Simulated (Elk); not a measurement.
Worked example: self-consistent single point of BaMg₃ (Pmm2, 4 atoms in the cell) in Elk.

Level of theory: LDA (PW92), spin-orbit coupling in second variation, all-electron FP-LAPW, Elk's shipped species files, APW+lo basis with extra local orbitals run with Elk.

```yaml
crystal:
  lattice:
    - [3.63340, 0.00000, 0.00000]
    - [0.00000, 5.19982, 0.00000]
    - [0.00000, 0.00000, 6.71728]
  atoms:
    - { symbol: Ba, position: [0.00000, 0.00000, 0.15934] }
    - { symbol: Mg, position: [0.50000, 0.00000, 0.65900] }
    - { symbol: Mg, position: [0.50000, 0.50000, 0.40545] }
    - { symbol: Mg, position: [0.00000, 0.50000, 0.77620] }
```

Reference input (self-consistent single point, DFT, LDA (PW92), all-electron FP-LAPW, Elk's shipped species files, APW+lo basis with extra local orbitals): rgkmax = 8; stype = 0; swidth = 0.00367493 Ha; ngridk = 7 5 4; gmaxvr = 16 1/bohr; nxlo = 2; lorbcnd = true; lmaxi = 3; maxscl = 100. This run's input differs from it in these lines:

```diff
@@ -2,2 +2,5 @@
   0
+
+spinorb
+  .true.
 
@@ -17,2 +20,5 @@
   3
+
+nempty
+  10
```

Log, with long lists cut:

```
│ Self-consistent loop started │
│ Loop number : 1 │
 total energy                :     -8739.78670722
 total moment                :   0.5885137718E-21 -0.1123694238E-18 -0.3066779258E-20
│ Loop number : 2 │
 total energy                :     -8739.50762868
 total moment                :   0.3357188362E-20 -0.5552555159E-20 -0.3770973400E-20
RMS change in Kohn-Sham potential (target) :   0.4096615720E-01 (  0.1000000000E-05)
Absolute change in total energy (target)   :   0.2790785399     (  0.1000000000E-03)
│ Loop number : 3 │
 total energy                :     -8738.60997304
   [... lines left out ...]
 total energy                :     -8731.67763957
 total moment                :   0.5017638185E-21 -0.1386675001E-20  0.4214042065E-20
RMS change in Kohn-Sham potential (target) :   0.1373823282E-05 (  0.1000000000E-05)
Absolute change in total energy (target)   :   0.4760696938E-03 (  0.1000000000E-03)
│ Loop number : 14 │
 total energy                :     -8731.67768425
 total moment                :  -0.4288472680E-20  0.6722808338E-19  0.9390387157E-20
RMS change in Kohn-Sham potential (target) :   0.2586324273E-06 (  0.1000000000E-05)
Absolute change in total energy (target)   :   0.7433507926E-04 (  0.1000000000E-03)
Convergence targets achieved

│ Loop number : 15 │

Energies :
 Fermi                       :     0.148555980689
 xc effective B-field        :    -0.640305345106E-09
 external B-field            :      0.00000000000
 total energy                :     -8731.67766085
 (external B-field energy excluded from total)

Density of states at Fermi energy :    81.57766792
 (states/Hartree/unit cell)

Estimated indirect band gap :   0.9419456174E-03
 from k-point     41 to k-point     27
Estimated direct band gap   :   0.7845799514E-02
 at k-point     27

Charges :
 core                        :    42.00000000
 valence                     :    50.00000000
 interstitial                :    6.854839700
 muffin-tins (core leakage)
  species :    1 (Ba)
   atom    1                 :    53.73579218     (  0.5444986350E-05)
  species :    2 (Mg)
   [... lines left out ...]
   atom    1                 :    0.000000000       0.000000000       0.000000000
   atom    2                 :    0.000000000       0.000000000       0.000000000
   atom    3                 :    0.000000000       0.000000000       0.000000000
 total in muffin-tins        :    0.000000000       0.000000000       0.000000000
 total moment                :  -0.2877909421E-20  0.1703411735E-19  0.2215573805E-21

│ Self-consistent loop stopped │
```

The run converged in 15 iterations. The count includes the last loop, which Elk runs after its targets are met. 

The starting cell comes from a database of computed structures (which also holds hypothetical and non-ambient phases and stackings), without a prior relaxation at this level. Its lattice was rescaled by a random factor within 2.5 % of one. Values depend on the basis (sphere radii, cutoffs, local orbitals), which need not be converged. The log's line on a gap gives a spacing of levels on this mesh, which the program prints for metals too.

Cost on one core of a shared machine: roughly 4 min.
